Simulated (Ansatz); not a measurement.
## GaAlSb2 (R3m, No. 160, 4 atoms in the cell; start mp-1228895)

Level of theory: PBE0 (Ansatz, a first-principles code, PAW).

Numerical settings: plane-wave cutoff 460 eV, 8×8×8 k mesh, Fermi–Dirac smearing 0.01 eV, scalar-relativistic PAW data made under PBE.

Cell (relaxed with PBEsol):

```cif
data_Al3Ga3Sb6
_chemical_formula_sum 'Al3 Ga3 Sb6'
_space_group_name_H-M_alt 'R3m :H'
_space_group_IT_number 160
_space_group_name_Hall 'R 3 -2"'
_cell_length_a 4.33896
_cell_length_b 4.33896
_cell_length_c 21.25485
_cell_angle_alpha 90.000
_cell_angle_beta 90.000
_cell_angle_gamma 120.000
loop_
_atom_site_label
_atom_site_type_symbol
_atom_site_symmetry_multiplicity
_atom_site_Wyckoff_symbol
_atom_site_fract_x
_atom_site_fract_y
_atom_site_fract_z
_atom_site_occupancy
Al1 Al 3 a 0.00000 0.00000 0.00015 1
Ga1 Ga 3 a 0.00000 0.00000 0.49992 1
Sb1 Sb 3 a 0.00000 0.00000 0.87462 1
Sb2 Sb 3 a 0.00000 0.00000 0.37529 1
```
(The calculation used a cell of 4 atoms; values per cell refer to that cell.)

For GaAlSb2 (R3m, No. 160, 4 atoms in the cell; start mp-1228895), the band gap comes out as 1.58 eV (on the SCF k mesh).

Note: cell and atoms aren't relaxed at this level (pressure 0.4 GPa).

Spin–orbit coupling is not included; with these elements it can move the gap by several tenths of an eV or more.

Static lattice: no zero-point or thermal effects.

A start named mp-… is a Materials Project structure, which need not be a measured phase.
